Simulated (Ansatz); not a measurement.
The reference is SiO2 (space group P4_12_12, No. 92; a = 5.0298 Å, c = 7.0120 Å). Axes: x, y, z lie along a, b, c of the conventional cell.

Method: Ansatz (a first-principles code) PBEsol, no spin-orbit coupling.

Before the change:

The band gap is 5.57 eV and the pressure comes out as 0.00 GPa. The valence-band top at Γ is 0.00, -0.28, -0.28 eV.

Perturbation: the cell is compressed by 0.86 % along y with no lateral relaxation; the atoms relax in the strained cell.

**Question.** What happens to the band gap, pressure and valence-band top at Γ?

**Answer.** The band gap rises by 0.02 eV (5.57 eV → 5.59 eV); the pressure (mean of the normal stresses, compression positive) goes from zero to 0.15 GPa; the valence-band top at Γ (three highest levels, from the VBM) goes from 0.00, -0.28, -0.28 eV to 0.00, -0.27, -0.31 eV.

Gaps are read on the SCF mesh and a high-symmetry path. Whether these cells are dynamically stable was not tested.
